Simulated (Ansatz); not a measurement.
We consider MgS (model structure, started from the BeO type, P4₂/mnm, No. 136, 8 atoms in the cell), described by PBEsol (plane waves, PAW; Ansatz, an electronic-structure program).

Run with plane-wave cutoff 520 eV, 6×6×10 k mesh (along the axes of the cell as run), Fermi–Dirac smearing 0.01 eV, scalar-relativistic PAW data made under PBE.

Computed at the level's own relaxed cell.

```xyz
8
Lattice="6.8071 0.0000 0.0000 0.0000 6.8071 0.0000 0.0000 0.0000 4.0642" Properties=species:S:1:pos:R:3 pbc="T T T"
Mg     2.2222     4.5850     0.0000
Mg     4.5850     2.2222     0.0000
Mg     5.6258     5.6258     2.0321
Mg     1.1814     1.1814     2.0321
S      2.1210     2.1210     0.0000
S      4.6861     4.6861     0.0000
S      1.2826     5.5246     2.0321
S      5.5246     1.2826     2.0321
```

Question: List the 22 lowest band energies at Γ above −25 eV (eV, relative to the valence band maximum), grouping those that round alike.

Answer: At Γ: -11.37, -10.66 (×2), -10.54, -3.54, -2.44, -2.15 (×2), -1.50, -1.29, -0.59 (×2), -0.30, -0.06 (×2), 0.00, 3.28, 4.58, 4.97 (×2), 5.43, 6.79.

Note: the relaxation could raise the start's symmetry but not lower it, so the cell can be a saddle point.

A model structure was made by putting elements into a prototype or built by hand; it is no filed structure, need not be a known phase, and can be a saddle point held by its symmetry.
